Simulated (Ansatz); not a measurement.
# A computed series for hypothetical CsCl type LaAs: pressure series

The reference is LaAs in the CsCl type structure (space group Pm-3m, No. 221; a = 3.743 Å; a hypothetical phase, not in the database extracts checked).

Cell and atoms are relaxed at each pressure.

Level of theory: r2SCAN (Ansatz, a first-principles code), no spin-orbit coupling.

Two rows of this table had their results exchanged by mistake.

```
pressure           volume per atom (Å³)  shortest distance (Å)  band gap
-----------------  --------------------  ---------------------  --------
pressure −2 GPa                   27.02                  3.274      zero
pressure −1 GPa                   26.61                  3.258      zero
pressure 0.9 GPa                  25.91                  3.229      zero
pressure 2.1 GPa                  25.50                  3.212      zero
pressure 4.5 GPa                  24.79                  3.181      zero
pressure 9 GPa                    21.28                  3.024      zero
pressure 15 GPa                   22.46                  3.079      zero
pressure 22.5 GPa                 23.66                  3.132      zero
pressure 30 GPa                   20.32                  2.977      zero
```

Q: Which two?

A: The rows for pressure 9 GPa and pressure 22.5 GPa: the volume has to fall steadily with pressure, so 23.66 Å³ belongs to pressure 9 GPa and 21.28 Å³ to pressure 22.5 GPa.

Load acts through the strain it causes; cell and atoms are relaxed under it. Stability against distortions was not tested. No other phases were tried under pressure. The final runs are not spin-polarised. The zero or small gap of LaAs can change with the level of theory.
